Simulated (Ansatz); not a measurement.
## Ti, response to strain

Take Ti in the hcp (Mg type) structure (space group P6_3/mmc, No. 194; a = 2.9364 Å, c = 4.6402 Å; relaxed with 0.1 eV smearing) as the base.

Strains are applied to the cell and any free atomic positions relax.

All numbers come from r2SCAN (Ansatz, an electronic-structure program; PAW; 500 eV plane waves; without spin-orbit coupling).

Notes on the quantities. energy relative to the base: free energy F.

```tsv
isotropic strain (%)	energy relative to the base (meV/atom)
-3	55.0
-2.5	37.7
-2	23.8
-1.5	13.2
-1	?
-0.5	1.4
0	0.0
```

Question: Fit ΔE = Aε² + Bε³ (ε in %) to the rows shown and predict the withheld row.

Answer: Least squares on the printed values gives A = 5.63 and B = -0.16 meV/atom (largest residual 0.0 meV/atom); this predicts 5.8 meV/atom, and the run gives 5.8 meV/atom, in agreement.

Stability against distortions was not tested. All final runs are without spin polarisation.
